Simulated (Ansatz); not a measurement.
## ZrTa (model structure, Pm-3m, No. 221, 2 atoms in the cell): properties by level of theory

```csv
level (code),lattice constant a (Å),bulk modulus (GPa),cohesive energy (eV/atom)
LDA (Ansatz),3.364,?,8.31
PBE (Ansatz),3.441,?,6.96
PBEsol (Ansatz),3.396,?,?
r²SCAN (Ansatz),3.435,?,6.57
```

Q: Fill in the missing entries.

A: 
- LDA (Ansatz, a quantum-chemistry and plane-wave program), bulk modulus (GPa): 148
- PBE (Ansatz), bulk modulus (GPa): 131
- PBEsol (Ansatz), bulk modulus (GPa): 140
- PBEsol (Ansatz), cohesive energy (eV/atom): 7.68
- r²SCAN (Ansatz), bulk modulus (GPa): 133

Caveats: the bulk modulus is −V dP/dV from two relaxed cells at ±2 % in volume (LDA, PBE, PBEsol, r²SCAN). Ansatz's density-functional and Hartree–Fock values are scalar-relativistic unless marked +SOC, with PAW data made under PBE.

Free atoms are spin-polarised, in the lowest state found; at levels without +SOC their spin–orbit coupling is left out.

A model structure was made by putting elements into a prototype or built by hand; it is no filed structure, need not be a known phase, and can be a saddle point held by its symmetry.
